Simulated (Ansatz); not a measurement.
**MgO, pressure series**

The parent structure is MgO in the rock salt structure (space group Fm-3m, No. 225).

```xyz
2
Lattice="0.0000 2.0796 2.0796 2.0796 0.0000 2.0796 2.0796 2.0796 0.0000" Properties=species:S:1:pos:R:3 pbc="T T T"
Mg     0.0000     0.0000     0.0000
O      2.0796     2.0796     2.0796
```

Cell and atoms are relaxed at each pressure.

Calculations: LDA/PAW in Ansatz (a first-principles code), no spin-orbit coupling.

| pressure (GPa) | band gap (eV) |
|---|---|
| -2 | 4.92 |
| -1 | 4.98 |
| 0 | 5.03 |
| 0.9 | ? |
| 2.1 | 5.16 |
| 4.5 | 5.29 |
| 9 | 5.53 |
| 15 | 5.83 |

Fit E_g = E₀ + αP + βP² to the rows shown and predict the withheld row.

Least squares on the printed values gives E₀ = 5.04 eV, α = 57.9 meV/GPa, β = -0.33 meV/GPa² (largest residual 0.01 eV); this predicts 5.09 eV, and the run gives 5.09 eV, in agreement.

Load acts through the strain it causes; cell and atoms are relaxed under it. Stability against distortions was not tested. Competing high-pressure phases were not computed.
